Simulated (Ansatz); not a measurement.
Given:

```yaml
crystal:
  lattice:
    - [3.55802, 0.00000, 0.00000]
    - [0.00000, 3.55802, 0.00000]
    - [0.00000, 0.00000, 5.17186]
  atoms:
    - { symbol: Hf, position: [0.50000, 0.50000, 0.50000] }
    - { symbol: Hf, position: [0.00000, 0.00000, 0.00000] }
    - { symbol: O, position: [0.00000, 0.50000, 0.69721] }
    - { symbol: O, position: [0.00000, 0.50000, 0.19721] }
    - { symbol: O, position: [0.50000, 0.00000, 0.80279] }
    - { symbol: O, position: [0.50000, 0.00000, 0.30279] }
```

Space group of this cell: P4_2/nmc. The cell is taken as given; by r2SCAN its mean pressure is 4.1 GPa.

The current runs along the normal of the first two printed vectors, the (001) plane. All runs by Ansatz (a program for electronic structure), plane waves and PAW, without spin-orbit coupling; the base is r2SCAN.

```json
[
 {"run": "base", "mean pressure (GPa)": "4.1", "gap (eV)": "5.31", "mid-gap κ (1/Å)": "0.378"},
 {"run": "all lengths scaled by 0.98", "mean pressure (GPa)": "23.2", "gap (eV)": "5.53", "mid-gap κ (1/Å)": "0.393"},
 {"run": "all lengths scaled by 1.02", "mean pressure (GPa)": "-10.5", "gap (eV)": "5.06", "mid-gap κ (1/Å)": "0.365"},
 {"run": "lda in place of r2scan", "mean pressure (GPa)": "-4.8", "gap (eV)": "?", "mid-gap κ (1/Å)": "?"},
 {"run": "lengths across the current scaled by 0.98, ions clamped", "mean pressure (GPa)": "16.8", "gap (eV)": "?", "mid-gap κ (1/Å)": "0.393"},
 {"run": "lengths across the current scaled by 1.02, ions clamped", "mean pressure (GPa)": "-6.4", "gap (eV)": "5.01", "mid-gap κ (1/Å)": "0.365"},
 {"run": "lengths along the current scaled by 0.97, ions clamped", "mean pressure (GPa)": "12.4", "gap (eV)": "?", "mid-gap κ (1/Å)": "0.377"},
 {"run": "lengths along the current scaled by 1.03, ions clamped", "mean pressure (GPa)": "-3.0", "gap (eV)": "5.13", "mid-gap κ (1/Å)": "0.377"},
 {"run": "pbesol in place of r2scan", "mean pressure (GPa)": "1.9", "gap (eV)": "4.64", "mid-gap κ (1/Å)": "0.349"}
]
```

Q: Complete the blanks.

A: 
- lda in place of r2scan, gap (eV): 4.56
- lda in place of r2scan, mid-gap κ (1/Å): 0.350
- lengths across the current scaled by 0.98, ions clamped, gap (eV): 5.41
- lengths along the current scaled by 0.97, ions clamped, gap (eV): 5.05
